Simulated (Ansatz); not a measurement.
## Sn: transverse stress against strain

Sn (diamond, Fd-3m, 34.969 Å³/atom and stress up to 0.01 GPa in the relaxed cell, cube axes along x, y and z) under a strain ε along a cube axis (axis z), the other axes held. PBEsol in Ansatz, a plane-wave DFT program (PAW, default set), 420 eV, 15×15×15 Γ-centred mesh, Fermi-Dirac smearing 0.10 eV; ions are relaxed, or left where forces stay under 0.02 eV/Å, within the symmetry of each cell. Stress is positive for a compressed cell.

Here s stands for strain and y for stress xx.

```csv
strain (%),stress xx (GPa)
-3.00,?
-1.50,0.51
-1.00,0.34
-0.50,0.17
0.00,0.01
0.50,-0.14
1.00,-0.29
1.50,-0.43
```

Q: Using a straight line, estimate the missing y at s = -3.00 from the other rows, showing the fit.

A: Means: s 0, y 0.024. About the means, the sum of products is -2.1950 and the sum of squares of s is 7.0000; the slope is their ratio. Least squares gives y = 0.024 - 0.3136·s. Residuals (row less fit): 0.016, 0.002, -0.011, -0.014, -0.007, 0.000, 0.016; standard error 0.013 (degrees of freedom: 5). The slope gives the elastic constant C12 = 31.4 ± 0.5 GPa (± standard error of the fit, which holds the terms cut off). At the withheld row, y = 0.024 - 0.3136 × (-3.0) = 0.965 GPa. The calculation gives 1.07 GPa, 0.105 GPa above the prediction (7.0 % of the range of y in the table). The row lies outside the fitted rows, so this is an extrapolation. From the scatter of the fitted rows alone, a prediction at this place has a standard error of 0.021 GPa, so the miss is 5.0 times that.

A polynomial of degree 2 through the 12 other runs of the series gives 1.07 there, so most of the miss is curvature that the fit leaves out. This level leaves no gap over 0.05 eV at strain -3.00, -1.50, -1.00, -0.50, 0.00, 0.50, 1.00, 1.50 %. Sn is here grey tin, stable below 13 °C. Rows are the converged runs of the series near zero and its far end; series whose fitted rows scatter by over a few per cent of the range, as at a crossing or softening among them, aren't shown in this form, nor equations of state whose B0' disagrees with the runs' pressures. Most that stay on the fit to the last digits aren't either.
